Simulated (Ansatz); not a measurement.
System: cubic perovskite BaHfO3. Method: r²SCAN+rVV10 in Ansatz (PAW).

Numerical settings: plane-wave cutoff 560 eV, 8×8×8 k mesh, Fermi–Dirac smearing 0.01 eV, scalar-relativistic PAW data made under PBE.

Pressure at four volumes; x = ln(V/14.450 Å³). One pressure is withheld.

```tsv
V (Å³/atom)	x	P (GPa)
13.583	-0.0619	?
13.872	-0.0408	7.83
14.450	0.0000	0.00
15.317	0.0583	-9.00
```

Q: Pass a parabola P(x) through the three rows shown, estimate the bulk modulus and its pressure derivative near zero pressure, and predict the withheld pressure.

A: Slopes between the rows: (0.00 − (7.83))/(0.0000 − (-0.0408)) = -191.91 and (-9.00 − (0.00))/(0.0583 − (0.0000)) = -154.37 GPa. Their difference over the span 0.0991 is c = 37.54/0.0991 = 378.8 GPa, so P(x) = 7.83 + (-191.91)(x − (-0.0408)) + 378.8 (x − (-0.0408))(x − (0.0000)). At the middle row B = −dP/dx = −[-191.91 + 378.8 × 0.0408] = 176.5 GPa, and B′ = dB/dP = 2c/B = 4.3. At x = -0.0619 the parabola gives 12.37 GPa; the run gives 12.42 GPa. The Birch–Murnaghan fit to the energies at all volumes has B0 = 175 GPa and B′ = 4.4.

Spin–orbit coupling is not included.

Ansatz is an electronic-structure program.
